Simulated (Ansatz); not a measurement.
Adsorption energy and surface dipole of H on graphene, one in a 3x3 cell, started at the site 'hollow C', worked from the runs' numbers; total energies count from the potentials' own zero.

Level of theory: PBE (plane waves to 420 eV, PAW; Ansatz, a quantum-chemistry and plane-wave program).

Slab: 19 atoms; k 4x4x1, smearing 0.05 eV, dipole-corrected; 1 atoms held, the rest relaxed; held to the part of the start's symmetry that mesh and held atoms allow; spin-polarised, no spin-orbit, no U, no dispersion correction. At the end it is bonded to C. In PBE it is, or lies within 0.03 eV of, the lowest of the starts that converged.

```tsv
quantity	value
slab with the adsorbate	-4531.315 eV
clean slab, same cell and mesh	-4516.912 eV
reference, ½ H2(g)	-15.872 eV
area of the cell	47.42 Å²
change of the step from the bottom to the top vacuum level	-0.386 eV
```

### Question
What is the adsorption energy against this reference?

### Answer
E(slab + adsorbate) − E(slab) − E(reference) = 1.47 eV, so in this state the adsorbate is less stable than in the reference, at a coverage of 2.11 a nm².

### Question
What dipole does adsorption add to the slab along the outward normal (Helmholtz relation, ε₀ = 0.005526 e/(V·Å))?

### Answer
p = −ε₀·A·ΔV = 0.101 e·Å = 0.49 D; its positive end points to the vacuum, which lowers the vacuum level.
